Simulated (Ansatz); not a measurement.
# NiSe₂ (Pnnm, No. 58; cell taken from a computed entry)

All values below come from PBEsol in Ansatz (PAW).

Numerical settings: plane-wave cutoff 500 eV, 8×8×12 k mesh (along the axes of the cell as run), Fermi–Dirac smearing 0.05 eV, no spin polarisation, scalar-relativistic PAW data made under PBE.

Cell (relaxed at this level):

Space group Pnnm (No. 58); a = 4.8503 Å, b = 5.8751 Å, c = 3.6312 Å, α = β = γ = 90.00°

```csv
atom,site,symmetry,x,y,z
Ni,2a,..2/m,0.0000,0.0000,0.0000
Se,4g,..m,0.2118,0.3726,0.0000
```

For NiSe₂ (Pnnm, No. 58; cell taken from a computed entry), the volume per atom is 17.25 Å³/atom.

Note: the run has no spin polarisation, so it can have missed a magnetic state; the relaxation could not lower the start's symmetry, so the cell can be a saddle point above a distorted one.

Computed values are for the static lattice.

Computing time: roughly 6 core-minutes.

Ansatz is an electronic-structure program.
